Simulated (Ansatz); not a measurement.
# F on the 1x1 (111) surface of fcc Cu, one in a 2x2 cell, started at the site 'bridge Cu-Cu (span 2.6 Å)'

Calculation: r2SCAN, at the PBE geometry (plane waves to 500 eV, PAW; Ansatz, a first-principles code).

Set-up: 17 atoms, 6.2 Å thick at the start under the adsorbate (thin: gaps and levels are the slab's own); mesh 6x6x1; 0.1 eV smearing; dipole correction on; single point; on the structure that PBE left under its start's symmetry; no spin, no spin-orbit, no U, no dispersion correction. At the end it is bonded to 2 Cu. In PBE this state lies 0.08 eV over the lowest of the starts that converged ('hollow Cu-Cu-Cu over Cu at depth 4.1 Å').

```yaml
adsorption energy against ½ F2(g) at the same level: -2.96 eV
work_function_of_the_top_face: 6.08 eV
change_of_the_work_function: 1.28 eV
change_of_the_step_from_the_bottom_to_the_top_vacuum_level_against_the_clean_slab: 1.25 eV
height of the binding atom over the mean of the host atoms within 0.3 Å of the top one: 2.953 bohr
nearest_host_atoms_of_the_binding_atom: Cu at 2.01 Å, Cu at 2.01 Å, Cu at 2.74 Å
cost: around 6 core-minutes (rough)
```

A negative adsorption energy means that the adsorbate is more stable on the surface than in its reference.
